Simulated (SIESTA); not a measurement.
A self-consistent single point of Hf (P6_3/mmc, 4 atoms in the cell) with SIESTA.

Level of theory: LDA PW92, numerical atomic orbitals DZP, PseudoDojo LDA standard norm-conserving potentials (rewritten from UPF to PSML) (SIESTA).

```
CELL_PARAMETERS angstrom
      3.18216     0.00000     0.00000
     -1.59108     2.75583     0.00000
      0.00000     0.00000    10.23863
ATOMIC_POSITIONS crystal
  Hf 0.00000 0.00000 0.00000
  Hf 0.00000 0.00000 0.50000
  Hf 0.33333 0.66667 0.25000
  Hf 0.66667 0.33333 0.75000
```

Reference input (self-consistent single point, DFT, LDA PW92, numerical atomic orbitals DZP, PseudoDojo LDA standard norm-conserving potentials (rewritten from UPF to PSML)): XC.functional = LDA; XC.authors = PW92; potentials = PseudoDojo LDA standard; PAO.BasisSize = DZP; PAO.EnergyShift = 0.01 Ry; MeshCutoff = 350 Ry; kgrid.MonkhorstPack = 12 12 4; OccupationFunction = MP; OccupationMPOrder = 0; ElectronicTemperature = 3156.43 K; MaxSCFIterations = 150; SCF.Mixer.Method = Pulay. This run's input differs from it in these lines:

```diff
@@ -35,3 +35,3 @@
 OccupationMPOrder            0
-ElectronicTemperature        3156.43 K
+ElectronicTemperature        116.05 K
```

Output, abridged:

```
        iscf     Eharris(eV)        E_KS(eV)     FreeEng(eV)     dDmax    Ef(eV) dHmax(eV)
   scf:    1    -6135.078372    -6139.376670    -6139.376934  1.162190 -3.118942  4.488126
   scf:    2    -6140.675056    -6140.048315    -6140.048678  0.059601 -3.277242  3.205063
   scf:    3    -6141.189460    -6140.716279    -6140.716685  0.123139 -3.611406  0.602663
   scf:    4    -6140.740108    -6140.736282    -6140.736641  0.015217 -3.658636  0.035963
   scf:    5    -6140.735192    -6140.736137    -6140.736495  0.003157 -3.660566  0.064645
   [... 3 lines left out ...]
   scf:    9    -6140.736555    -6140.736556    -6140.736904  0.000030 -3.665792  0.000493
   scf:   10    -6140.736556    -6140.736556    -6140.736904  0.000014 -3.665783  0.000290
   scf:   11    -6140.736556    -6140.736556    -6140.736904  0.000018 -3.665795  0.000021
   scf:   12    -6140.736556    -6140.736556    -6140.736904  0.000001 -3.665797  0.000020
SCF Convergence by DM+H criterion
max |DM_out - DM_in|         :     0.0000007787
max |H_out - H_in|      (eV) :     0.0000195752
SCF cycle converged after 12 iterations

Using DM_out to compute the final energy and forces

siesta: E_KS(eV) =            -6140.7366

siesta: E_KS - E_eggbox =     -6140.7366

siesta: Atomic forces (eV/Ang):
     1    0.000000    0.000000    0.000003
     2    0.000000    0.000000   -0.000003
     3    0.000002   -0.000001    0.000000
     4   -0.000002    0.000001   -0.000000
   Tot   -0.000000   -0.000000    0.000000
   Max    0.000003
   Res    0.000001    sqrt( Sum f_i^2 / 3N )
   Max    0.000003    constrained

Stress tensor Voigt[x,y,z,yz,xz,xy] (kbar):      109.02      109.02      120.00        0.00       -0.00        0.00
(Free)E + p*V (eV/cell)    -6147.0516
   [... lines left out ...]
siesta: FreeEng =     -6140.736904
siesta: Cell volume =         89.787720 Ang**3
siesta:        -112.67974637       -112.67963192  kBar
   [... lines left out ...]
              0.276   0.555   0.468   0.679   0.468   0.555  -0.017  -0.002

             -0.031  -0.002  -0.017

mulliken: Qtot =       48.000

Mulliken Atomic Populations:
Atom #   charge [q] valence [e]  Species
     1    -0.037233   12.037233  Hf
     2    -0.037233   12.037233  Hf
     3     0.037233   11.962767  Hf
     4     0.037233   11.962767  Hf
 Total    -0.000000
```

The run converged in 12 iterations. Against the reference run the free energy goes up by 24.3 meV/atom and the pressure moves little (-11.36 to -11.27 GPa).

The starting cell was generated: these elements placed on a structure prototype, without a prior relaxation; it need not be a known phase or ordering of this composition. Values carry the incompleteness of an atom-centred basis. With a pressure of about -11 GPa the cell is away from its equilibrium volume at this level.

Cost on one core of a shared machine: roughly 2 min.
